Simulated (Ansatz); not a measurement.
Start from Pd in the fcc (Cu type) structure (space group Fm-3m, No. 225; a = 3.878 Å; relaxed with 0.1 eV smearing). Axes: x, y, z lie along the cube axes.

Structures relaxed with PBEsol, PAW, 420 eV (Ansatz, a first-principles code; no SOC).

Base:

Simulated powder pattern, Cu Kα1, λ = 1.54056 Å (kinematic, ideal powder, no thermal factors, no anomalous dispersion; the 10 strongest lines at most, above 2 %, up to 2θ = 90°):

```
2θ (°)  I/Imax (%)    hkl
------  ----------  -----
40.25          100  (111)
46.82           48  (200)
68.37           29  (220)
82.42           34  (311)
86.96           10  (222)
```

After one change:

Simulated powder pattern, Cu Kα1, λ = 1.54056 Å (kinematic, ideal powder, no thermal factors, no anomalous dispersion; the 10 strongest lines at most, above 2 %, up to 2θ = 90°):

```
2θ (°)  I/Imax (%)
------  ----------
40.11          100
46.33           16
46.82           31
67.98           19
68.37          9.5
81.61           12
82.33           23
86.61           10
```

### Question
Name the change that was made.
A) uniaxial strain ε_zz = −2.50 %
B) uniaxial strain ε_zz = −2.00 %
C) uniaxial strain ε_zz = +2.50 %
D) uniaxial strain ε_zz = +1.00 %

### Answer
D, uniaxial strain ε_zz = +1.00 %. Its volume per atom is 14.72 Å³ against 14.58 Å³, and its space group is I4/mmm (No. 139).

No phonon test of stability was made. The final runs are not spin-polarised. Pd lies near a magnetic instability that expansion can trigger; it was not tested.
